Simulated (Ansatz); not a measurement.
CaO (model structure, started from the wurtzite type, P6₃/mmc, No. 194, 4 atoms in the cell) was calculated with HSE06 in Ansatz (PAW).

Run with plane-wave cutoff 460 eV, 9×9×6 k mesh (along the axes of the cell as run), Fermi–Dirac smearing 0.01 eV, scalar-relativistic PAW data made under PBE.

Cell (relaxed with PBEsol):

```yaml
crystal:
  lattice:
    - [3.95619, 0.00000, 0.00000]
    - [-1.97810, 3.42616, 0.00000]
    - [0.00000, 0.00000, 4.74327]
  atoms:
    - { symbol: Ca, position: [0.66667, 0.33333, 0.06260] }
    - { symbol: Ca, position: [0.33333, 0.66667, 0.56260] }
    - { symbol: O, position: [0.66667, 0.33333, 0.56260] }
    - { symbol: O, position: [0.33333, 0.66667, 0.06260] }
```

### Question
What does this level give for the band gap?

### Answer

* **band gap**: 4.65 eV (on the SCF k mesh)

Note: the relaxation could raise the start's symmetry but not lower it, so the cell can be a saddle point; cell and atoms aren't relaxed at this level (pressure 1.9 GPa).

Computed values are for the static lattice.

The result took about 4 core-minutes (a rough figure).

A model structure was made by putting elements into a prototype or built by hand; it is no filed structure, need not be a known phase, and can be a saddle point held by its symmetry.

Ansatz is a quantum-chemistry and plane-wave program.
